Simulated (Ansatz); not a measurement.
End structure of a constructed model of the (110) surface of bcc Nb, a pseudomorphic layer of Co in the host's stacking (bottom of the slab: a bare face, its two planes held):

```yaml
crystal:
  lattice:
    - [2.86732, 0.00000, 0.00000]
    - [-0.95577, 2.70334, 0.00000]
    - [0.00000, 0.00000, 30.50000]
  atoms:
    - { symbol: Nb, position: [0.50000, 0.50000, 0.26669] }
    - { symbol: Nb, position: [0.00000, 0.00000, 0.34345] }
    - { symbol: Nb, position: [0.50000, 0.50000, 0.42022] }
    - { symbol: Nb, position: [0.00000, 0.00000, 0.49704] }
    - { symbol: Nb, position: [0.50000, 0.50000, 0.57338] }
    - { symbol: Nb, position: [0.00000, 0.00000, 0.65149] }
    - { symbol: Co, position: [0.50000, 0.50000, 0.71166] }
```

Set-up: 7 atoms, 14.2 Å thick at the start; mesh 14x14x1; 0.1 eV smearing; dipole correction on; 2 atoms held, the rest relaxed; held to the start's symmetry, so lower structures may exist; spin-polarised, ending with about 1.5 μB a cell; orders that need a larger cell were not tried, no spin-orbit, no U. It is one candidate, not shown to be the stable structure of the face.

Problem. What is the computed work function of the top face (PBE in Ansatz, a program for electronic structure)?

Solution. 4.06 eV
